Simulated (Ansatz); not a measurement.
**BP (I-4m2): band-edge transport data**

```xyz
2
Lattice="0.0000 2.2487 2.2654 2.2487 0.0000 2.2654 2.2487 2.2487 0.0000" Properties=species:S:1:pos:R:3 pbc="T T T"
B      0.0000     0.0000     0.0000
P      1.1243     1.1243     1.1327
```

Computed with PBEsol with spin-orbit coupling, rigid bands (plane waves, PAW; Ansatz, a first-principles code). Condition of this run: biaxial stress xx = yy = 2 GPa (compression positive) (the target of the relaxation). How the cell was made: cell and atoms relaxed with PBEsol, then loaded as said.

```yaml
band_gap: 1.03 eV
electron conductivity mass (300 K, dilute): 0.40 (x), 0.40 (y), 0.24 (z) mₑ
hole conductivity mass (300 K, dilute): 0.43 (x), 0.43 (y), 0.37 (z) mₑ
effective density of states N_c (300 K): 2.8e19 cm⁻³
effective density of states N_v (300 K): 1.5e19 cm⁻³
density_of_states_mass_electrons: 1.08 mₑ
density_of_states_mass_holes: 0.71 mₑ
Seebeck coefficient, n-type 1e19 cm⁻³, 300 K: -308 μV/K
best n-type power factor at 300 K for τ = 10 fs (best axis; densities from 1e16 to 1e21 cm⁻³ tried, whether or not they can be reached): 19.0 μW/(cm·K²) at 1e20 cm⁻³
Seebeck coefficient, p-type 1e19 cm⁻³, 300 K: 302 μV/K
best p-type power factor at 300 K for τ = 10 fs (best axis; densities from 1e16 to 1e21 cm⁻³ tried, whether or not they can be reached): 13.5 μW/(cm·K²) at 3e20 cm⁻³
```

Rigid bands; masses and Seebeck coefficients take one relaxation time τ for all states and one kind of carrier; polarons and phonon drag are left out.
